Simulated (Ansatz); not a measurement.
The parent structure is Ge in the diamond structure (space group Fd-3m, No. 227; a = 5.676 Å).

Now apply this change: full substitution Ge → Si; the structure is relaxed again.

Levels (all Ansatz, a first-principles code, PAW): PBEsol (420 eV, scalar-relativistic without spin-orbit coupling); r2SCAN (500 eV, without spin-orbit coupling); HSE06 (420 eV, no spin-orbit coupling).

At the geometry relaxed with PBEsol, these levels gave the following band gaps, in shuffled order: (a) 0.76 eV, (b) 1.13 eV, (c) 0.47 eV.

**Question.** Match each gap to its level.

**Answer.** (a) r2SCAN; (b) HSE06; (c) PBEsol.

Single points use the geometry relaxed with PBEsol. HSE06 was sampled on its mesh, a few special points and the semilocal edge points, so its gap is an upper bound. Stability against distortions was not tested.
